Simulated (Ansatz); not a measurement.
Consider Ru in the hcp (Mg type) structure (space group P6_3/mmc, No. 194).

```
Ru
1.0
    2.67608     0.00000     0.00000
   -1.33804     2.31755     0.00000
    0.00000     0.00000     4.22062
Ru
2
Direct
  0.66667   0.33333   0.75000
  0.33333   0.66667   0.25000
```

All numbers come from Ansatz (a quantum-chemistry and plane-wave program), LDA, PAW, cutoff 420 eV, spin-orbit coupling left out.

For the base:

```
Property           Result
---------------  --------
Volume per atom  13.09 Å³
```

Now apply this change: a hydrostatic pressure of 22.5 GPa.

What does the calculation give for the volume per atom after the change?

The volume per atom shrinks by 0.69 Å³ (13.09 Å³ → 12.40 Å³).

Load acts through the strain it causes; cell and atoms are relaxed under it. No phonon test of stability was made. No other phases were tried under pressure. All final runs are without spin polarisation.
